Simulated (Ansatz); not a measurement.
TaMo₃ (model structure, started from the A15 type, Pm-3n, No. 223, 8 atoms in the cell) was calculated with r²SCAN (Ansatz, a program for electronic structure, PAW).

Run with plane-wave cutoff 560 eV, 12×12×12 k mesh, Fermi–Dirac smearing 0.05 eV, no spin polarisation, scalar-relativistic PAW data made under PBE.

Cell (relaxed at this level):

```yaml
crystal:
  lattice:
    - [5.09033, 0.00000, 0.00000]
    - [0.00000, 5.09033, 0.00000]
    - [0.00000, 0.00000, 5.09033]
  atoms:
    - { symbol: Mo, position: [0.25000, 0.00000, 0.50000] }
    - { symbol: Mo, position: [0.75000, 0.00000, 0.50000] }
    - { symbol: Mo, position: [0.00000, 0.50000, 0.25000] }
    - { symbol: Mo, position: [0.00000, 0.50000, 0.75000] }
    - { symbol: Mo, position: [0.50000, 0.25000, 0.00000] }
    - { symbol: Mo, position: [0.50000, 0.75000, 0.00000] }
    - { symbol: Ta, position: [0.00000, 0.00000, 0.00000] }
    - { symbol: Ta, position: [0.50000, 0.50000, 0.50000] }
```

**Question.** What does this level give for the bulk modulus?

**Answer.** 
* **bulk modulus**: 247 GPa

Note: the run has no spin polarisation, so it can have missed a magnetic state; the bulk modulus is −V dP/dV from two relaxed cells at ±2 % in volume; the relaxation could raise the start's symmetry but not lower it, so the cell can be a saddle point.

Spin–orbit coupling is not included.

The computed numbers hold no vibrational or temperature effects.

It cost around 5 core-minutes (rough) of CPU time.

A model structure was made by putting elements into a prototype or built by hand; it is no filed structure, need not be a known phase, and can be a saddle point held by its symmetry.
